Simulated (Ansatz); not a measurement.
Consider Mo in the bcc (W type) structure (space group Im-3m, No. 229; a = 3.1510 Å; relaxed with 0.1 eV smearing). Axes: x, y, z lie along the cube axes.

Method: r2SCAN in Ansatz (plane waves to 500 eV, PAW, no spin-orbit coupling).

Base values:

- Pressure = 0.0 GPa
- Shortest interatomic distance = 272.9 pm
- Band gap = zero

The change: a pure shear with ε_xy = ε_yx = 0.0057; the atoms relax in the strained cell.

Q: What happens to the energy relative to the base?

A: The energy goes up by 0.7 meV/atom.

Q: Predict the new pressure.

A: The pressure (mean of the normal stresses, compression positive) stays 0.0 GPa.

Q: What happens to the shortest interatomic distance?

A: The shortest interatomic distance drops by 1.04 pm to 271.8 pm.

Q: What happens to the band gap?

A: The band gap remains zero.

Whether these cells are dynamically stable was not tested. The final runs are not spin-polarised.

Ansatz is a program for electronic structure.
